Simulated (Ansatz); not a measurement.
Consider MgI2 in the CdI2 type structure (space group P-3m1, No. 164; a = 4.124 Å, c = 6.831 Å; layered, stacked along the Cartesian z axis).

Method: PBE-D3(BJ) in Ansatz (plane waves to 420 eV, PAW, scalar-relativistic without spin-orbit coupling).

Strains are applied to the cell and any free atomic positions relax.

One change was made to it. Results:

| quantity | base | after |
|---|---|---|
| largest internal atomic displacement | – | 0.066 Å |
| band gap | 3.52 eV | 3.50 eV |
| energy relative to the base (free energy F) | 0 meV/atom | +10 meV/atom |
| valence-band top at Γ (three highest levels, from the VBM) | 0.00, -0.04, -0.04 eV | 0.00, -0.13, -0.13 eV |

Question: Name the change that was made.
A) isotropic strain +0.50 %
B) isotropic strain +1.00 %
C) isotropic strain −1.50 %
D) isotropic strain +2.50 %

Answer: D, isotropic strain +2.50 %. For comparison, the energy relative to the base in the other runs: isotropic strain −1.50 % gives +4.4 meV/atom; isotropic strain +1.00 % gives +1.7 meV/atom; isotropic strain +0.50 % gives +0.4 meV/atom.

With I present, leaving out spin-orbit coupling can change the band edges. Stability against distortions was not tested.

Ansatz is a quantum-chemistry and plane-wave program.
